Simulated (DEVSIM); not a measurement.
Device: abrupt Si p-n junction, at 300 K.

Layer 1 from the left is Si, thickness (μm) 59.0, Na (cm⁻³) 4e17, τn (s) 0.00018, τp (s) 0.00018. Layer 2 from the left is Si, thickness (μm) 1.80, Nd (cm⁻³) 3e15, τn (s) 0.00018, τp (s) 0.00018.

Left contact: ohmic. Right contact: ohmic. Voltage is applied to the left contact. Recombination: SRH at mid-gap. Mobility is μmin + (μ − μmin)/(1 + (N/Nref)^α).

The device is made up for the run: typed textbook-type constants, with dimensions and the other settings drawn at random. Values at 300 K.

Si: gap (eV) 1.124, affinity (eV) 4.05, permittivity 11.7, Nc (cm⁻³) 2.86e19, Nv (cm⁻³) 3.1e19, μn (cm²/Vs) 1417, μp (cm²/Vs) 470, μn,min 52, μp,min 45, Nref,n 9.7e16, Nref,p 2.2e17, αn 0.68, αp 0.72.

Task: Estimate by hand the built-in potential, the peak field at zero bias, the capacitance at -1 V, and compare with a numerical solution.

Result: 
- Built-in potential: ni = √(Nc Nv) exp(−Eg/2kT) = 1.08e10 cm⁻³ with Eg = 1.124 eV; Vbi = kT/q ln(Na Nd/ni²) = 0.775 V; numerical 0.775 V.
- Peak field at zero bias: depletion approximation: W = √(2εVbi/(qN)) = 0.580 μm with N = 2.98e15 cm⁻³; field = 2Vbi/W = 26700 V/cm; numerical 40300 V/cm (estimate below by 34 %).
- Capacitance at -1 V: C = √(qεN / 2(Vbi + |V|)) = 11.8 nF/cm²; numerical 12.0 nF/cm² (estimate below by 2.0 %).

Simulated with DEVSIM: 1D drift-diffusion, Boltzmann statistics, complete ionisation; no tunnelling, impact ionisation, image-force lowering or self-heating.
